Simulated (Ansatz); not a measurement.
Worked example: self-consistent single point of K₂MoO₄ (C2/m, 14 atoms in the cell) in Ansatz (a program for electronic structure)

Computed with PBEsol, default PAW files made with PBE (plane waves; Ansatz).

This input was run:

Ansatz 0.2 input:
```yaml
crystal:
  lattice:
    - [6.174000, -3.040500, 0.000000]
    - [6.174000, 3.040500, 0.000000]
    - [-3.273663, 0.000000, 6.790035]
  atoms:
    - { symbol: Mo, position: [0.175580, 0.175580, 0.226710] }
    - { symbol: Mo, position: [0.824420, 0.824420, 0.773290] }
    - { symbol: K, position: [0.845300, 0.845300, 0.255000] }
    - { symbol: K, position: [0.154700, 0.154700, 0.745000] }
    - { symbol: K, position: [0.509400, 0.509400, 0.235200] }
    - { symbol: K, position: [0.490600, 0.490600, 0.764800] }
    - { symbol: O, position: [0.333300, 0.333300, 0.382400] }
    - { symbol: O, position: [0.666700, 0.666700, 0.617600] }
    - { symbol: O, position: [0.087800, 0.087800, 0.361800] }
    - { symbol: O, position: [0.912200, 0.912200, 0.638200] }
    - { symbol: O, position: [0.909600, 0.376400, 0.078500] }
    - { symbol: O, position: [0.623600, 0.090400, 0.921500] }
    - { symbol: O, position: [0.090400, 0.623600, 0.921500] }
    - { symbol: O, position: [0.376400, 0.909600, 0.078500] }
kpoints:
  mp_grid: { grid: [3, 3, 3] }
hamiltonian:
  xc: pbesol
  pseudopotentials: { kind: paw }
scf:
  occupations: { method: cold, width: 0.1 }
output:
  forces: true
  eigenvalues: true
  stress: true
```

Output, abridged:

```
WARN basis.ecutwfc = 420 eV, the default
WARN ansatz: RAYON_NUM_THREADS=1 ignored (pool sized by the plan → 1); use --threads N
Pseudopotentials: kind: paw
Pseudopotential: Mo, paw, valence charge 14
Pseudopotential: K, paw, valence charge 9
Pseudopotential: O, paw, valence charge 6
Crystal: 14 atoms, lattice volume = 254.926 Å³
Basis set: ecut = 420 eV, 4987 PW (Γ), exchange–correlation on 96×96×108 points (8 copies of the dense FFT grid, shifted against one another)
Bands: 70, of which v1, the nominal top of the filled ones, is band 56 counted from 1 (55 counted from 0)
Symmetry: 4 space group operations
Space group: C2/m (ITA 12), of the structure as read, at distance tolerance 6.3e-5 Å
k-points: 10 of 27
PAW frozen core: Mo, regenerated for the run's functional, and the local potential with it
PAW frozen core: K, regenerated for the run's functional, and the local potential with it
PAW frozen core: O, regenerated for the run's functional, and the local potential with it
Initial density: superposition of atomic densities (neutral atoms: chi_scale 0, normalization atom), corrected by the library's trained network
Initial wavefunctions: pseudopotential atomic-orbital guess
Eigensolver: davidson
Functional: x = pbesol(κ = 0.804, μ = 0.12345679012345678), c = pbesol(β = 0.046)
SCF iter   1: F=—  HF=-20355.284923 eV  |F-HF|=—  |Δ(HF+E_count)|=         —  Δρ=1.12e-2  dr2=2.82e-1  ethr=1.77e-3  ⟨swp⟩=6.3  Hψ=2862  notcnv=0
all-band conjugate gradients solve this SCF's bands
preconditioner: auto → Resta (q_TF=auto, 2.379 Å⁻¹)
SCF iter   2: F=—  HF=-20355.241838 eV  |F-HF|=—  |Δ(HF+E_count)|=   4.31e-2  S|Δr|=    0.00e0  Δρ=5.39e-3  dr2=8.99e-2  ethr=2.52e-4  ⟨swp⟩=2.0  Hψ=1282  notcnv=0  defer=96
SCF iter   3: F=—  HF=-20355.225911 eV  |F-HF|=—  |Δ(HF+E_count)|=   1.59e-2  S|Δr|=    0.00e0  Δρ=1.18e-3  dr2=3.33e-3  ethr=8.03e-5  ⟨swp⟩=2.0  Hψ=821  notcnv=0  defer=96
SCF iter   4: F=—  HF=-20355.225768 eV  |F-HF|=—  |Δ(HF+E_count)|=   1.43e-4  S|Δr|=    0.00e0  Δρ=3.70e-4  dr2=3.29e-4  ethr=2.98e-6  ⟨swp⟩=3.0  Hψ=1286  notcnv=0  defer=96
SCF iter   5: F=—  HF=-20355.225923 eV  |F-HF|=—  |Δ(HF+E_count)|=   1.54e-4  S|Δr|=    0.00e0  Δρ=2.86e-4  dr2=2.17e-4  ethr=2.93e-7  ⟨swp⟩=2.0  Hψ=1043  notcnv=0  defer=96
SCF iter   6: F=—  HF=-20355.225898 eV  |F-HF|=—  |Δ(HF+E_count)|=   2.42e-5  S|Δr|=    0.00e0  Δρ=7.27e-5  dr2=1.07e-5  ethr=1.94e-7  ⟨swp⟩=2.0  Hψ=843  notcnv=0  defer=96
SCF iter   7: F=—  HF=-20355.226033 eV  |F-HF|=—  |Δ(HF+E_count)|=   1.35e-4  S|Δr|=    0.00e0  Δρ=2.30e-5  dr2=1.54e-6  ethr=9.52e-9  ⟨swp⟩=2.0  Hψ=988  notcnv=0  defer=96
SCF iter   8: F=-20355.226035 eV  HF=-20355.226035 eV  |F-HF|=1.29e-7  |Δ(HF+E_count)|=   1.66e-6  S|Δr|=    0.00e0  Δρ=4.50e-6  dr2=6.33e-8  ethr=8.93e-11  ⟨swp⟩=8.5  Hψ=3511  notcnv=0
SCF 1 converged in 8 iterations: F = -20355.226035 eV  dr2 = 6.33e-8
SCF converged after 8 iterations
Stability not checked (fill_not_monotonic)
Free energy (F): -20355.226035 eV
Harris-Foulkes:  -20355.226035 eV  (|F-HF|=1.29e-7)
Internal energy: -20355.226035 eV  (E = F + TS)
E sigma→0 (E₀):  -20355.226035 eV
Fermi energy:    5.697075 eV
Step filling:    the computed levels leave a gap of 4.4839 eV = 44.8 smearing widths
--- Per-component energies (eV) ---
  E_band       = -1076.499076
  E_kinetic    = 3288.137192
  E_local      = -9205.240026  (includes V_loc(G=0)·N_el)
  E_nonlocal   = 726.456009
  E_hartree    = 3329.189252
  E_xc         = -1478.317180
  E_vxc        = -1854.587211  (∫ρ·V_xc dr)
  E_paw        = -10550.356408  (= ΣΔE_a)
  E_vpaw       = -689.672225  (= ΣTr[D̂ρ^β])
  E_aug_tail   = 0.019620  (compensation charges beyond the density's cutoff)
  E_ewald      = -6466.246937
  E_core_change = 1.132443  (= ΣΔE_core)
  E_smearing   = 0.000000  (= −TS)
  E_closure    = -0.000000  (closes the sum)
  Σ components = -20355.226035   (vs F -20355.226035, Δ=0.00e0)
--- Forces (eV/Å), atoms counted from 1 ---
  atom   1  Mo     0.07072841     0.00000000     1.41465543
  atom   2  Mo    -0.07072841    -0.00000000    -1.41465543
  atom   3  K     -0.01932523    -0.00000000    -0.04626884
  atom   4  K      0.01932523     0.00000000     0.04626884
  atom   5  K      0.00368565     0.00000000     0.02522938
  atom   6  K     -0.00368565    -0.00000000    -0.02522938
  atom   7  O     -0.13170918    -0.00000000    -0.07459496
  atom   8  O      0.13170918     0.00000000     0.07459496
  atom   9  O      0.04418950    -0.00000000    -0.06714001
  atom  10  O     -0.04418950     0.00000000     0.06714001
  atom  11  O      0.02073933     0.98502473    -0.67862845
  atom  12  O     -0.02073933     0.98502473     0.67862845
  atom  13  O     -0.02073933    -0.98502473     0.67862845
  atom  14  O      0.02073933    -0.98502473    -0.67862845
  max |Σ_I F_I| component: 2.22e-16 eV/Å
--- Stress (GPa, compression-positive) ---
       -0.865122      -0.000000      -0.240449
       -0.000000       2.847066       0.000000
       -0.240449       0.000000       0.992614
  P = ⅓ Tr σ = 0.9915 GPa (9.915 kbar)
  The stress holds the Pulay correction. Without it, at fixed plane waves, as pw.x and ABINIT print it: P = 0.5981 GPa
--- Band table (eV; the first three rows and the last of 10) ---
  k-point 0: bands = ["-56.6650", "-56.6648", "-31.1630", "-31.1629", "-31.0712", "-31.0695", "-30.9971", "-30.9948", "-23.7617", "-23.7236", "-23.6361", "-23.6265", "-12.5002", "-12.3625", "-12.0574", "-12.0350", "-12.0290", "-11.9560", "-11.8361", [...]
  k-point 1: bands = ["-56.6650", "-56.6649", "-31.1633", "-31.1626", "-31.0708", "-31.0698", "-30.9973", "-30.9947", "-23.7571", "-23.7281", "-23.6342", "-23.6282", "-12.5088", "-12.3967", "-12.0573", "-12.0351", "-12.0094", "-11.9322", "-11.8363", [...]
  k-point 2: bands = ["-56.6650", "-56.6649", "-31.1633", "-31.1627", "-31.0709", "-31.0697", "-30.9972", "-30.9948", "-23.7588", "-23.7218", "-23.6375", "-23.6291", "-12.4752", "-12.3577", "-12.1322", "-12.0723", "-11.9676", "-11.9446", "-11.8235", [...]
  k-point 9: bands = ["-56.6650", "-56.6649", "-31.1634", "-31.1627", "-31.0708", "-31.0698", "-30.9972", "-30.9948", "-23.7540", "-23.7256", "-23.6376", "-23.6296", "-12.4765", "-12.4048", "-12.1477", "-12.0368", "-11.9495", "-11.9334", "-11.8387", [...]
```

The run converged in 8 iterations.

The starting cell comes from a database of published, mostly measured structures (it also holds non-ambient and calculated ones), without a prior relaxation at this level. Forces in this geometry exceed 1 eV/Å. Ansatz's pressure includes its estimate of the finite-basis (Pulay) stress.
